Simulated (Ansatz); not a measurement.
Amorphous Si20P2O45, 67 atoms at 2.31 g/cm³, one PBE-relaxed geometry, zone centre. Methods: PBE (Ansatz, an electronic-structure program); HSE06 (Ansatz). Plane waves to 420 eV (r2SCAN 500 eV); exact exchange is cut at the cell's faces. At PBE the levels at the filled edge of the gap are localised (band-tail or defect states), and the nearest spread-out levels lie 4.9 eV apart at the zone centre. All rungs ran without spin polarisation.

The cell was made by melting and quenching with the CHGNet potential and then relaxed with DFT. O atoms were pushed apart under 1.9 Å during the dynamics, to hinder bonds among them. It is a model cell: composition and starting density were chosen by hand, and all elements were melted together. No dispersion term was used. Its density started from a set value of 2.26 and ended at 2.31 g/cm³. The quench (nominally 1100 K/ps over its main leg) was far faster than any real one, so the model tends to hold more defects than a real film. A cell of this size samples the disorder only roughly. The volume was free in the relaxation, at fixed shape. Stress components on the final sampling reach 1.3 GPa.

The relaxation ran on the zone centre alone. At PBE the level gap is 2.87 eV on a 2×2×2 Γ-centred mesh, and the spacing at the zone centre alone 2.86 eV.

Task: What zone-centre spacing does HSE06 give, roughly?

Result: 4.50 eV (+1.64 eV against PBE).

The highest filled and the lowest empty state spread over these numbers of atoms (participation numbers): PBE: 1.4 and 47.5; HSE06: 1.4 and 49.0.
